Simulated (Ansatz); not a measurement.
The parent structure is C in the diamond structure (space group Fd-3m, No. 227; a = 3.554 Å).

Level of theory: PBEsol/PAW in Ansatz (a program for electronic structure), no spin-orbit coupling.

One change was made to it. Results:

```csv
quantity,base,after
band gap,4.03 eV,zero
density,3.55 g/cm³,5.64 g/cm³
```

**Question.** Which change produced these results?
(A) C → Sn
(B) C → I
(C) C → H

**Answer.** A, C → Sn. For comparison, the density in the other runs: C → H gives 0.50 g/cm³; C → I gives 3.76 g/cm³.

No phonon test of stability was made. As relaxed here, H and I are hypothetical phases, not in the database extracts checked.
